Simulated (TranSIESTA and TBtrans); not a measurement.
# Cu chain with one S atom inserted

Device: Cu chain with one S atom inserted. Leads: straight Cu chain, spacing 2.3 Å. Geometry: 3 atoms about the centre moved by SIESTA (PBE, DZP) to a largest force of 0.02 eV/Å, all others as built, motion along the axis alone.

Computed with TranSIESTA and TBtrans, PBE, DZP numerical orbitals (energy shift 0.15 eV), PseudoDojo norm-conserving scalar-relativistic potentials, mesh cutoff 200 Ry, 300 K, no spin polarisation, no spin-orbit coupling; self-consistent non-equilibrium Green functions.

| Property | Result |
|---|---|
| Conductance at 300 K (G0 = 2e²/h) | 0.64 |
| Thermopower (μV/K) | 65 |
| Mean T from −0.5 to 0.5 eV | 0.67 |

Energies count from the leads' Fermi level. Transmissions are for one spin of a degenerate pair. The energy step is 0.01 eV; narrower resonances are cut or missed.

```tsv
E (eV)	T	lead channels
-2.00	0.79	1
-1.90	0.90	1
-1.80	0.98	1
-1.70	0.99	1
-1.60	0.91	1
-1.50	1.73	band edge
-1.40	0.91	3
-1.30	0.65	3
-1.20	0.58	3
-1.10	1.15	4
-1.00	1.20	4
-0.90	1.12	4
-0.80	1.15	4
-0.70	1.10	4
-0.60	0.95	4
-0.50	0.88	band edge
-0.40	0.91	band edge
-0.30	0.95	band edge
-0.20	1.02	4
-0.10	1.20	band edge
0.00	0.42	1
0.10	0.38	1
0.20	0.35	1
0.30	0.33	1
0.40	0.31	1
0.50	0.30	1
0.60	0.29	1
0.70	0.28	1
0.80	0.27	1
0.90	0.26	1
1.00	0.25	1
1.10	0.24	1
1.20	0.24	1
1.30	0.23	1
1.40	0.22	1
1.50	0.22	1
1.60	0.21	1
1.70	0.20	1
1.80	0.20	1
1.90	0.19	1
2.00	0.18	1
```

The leads' channel count changes near -0.01 eV, within the thermal window, so values at the Fermi level hang on where that band edge falls. The straight chain is held at its spacing; free chains may zigzag or dimerise. No spin-polarised start was tried, so a magnetic state, if there is one, is missed.
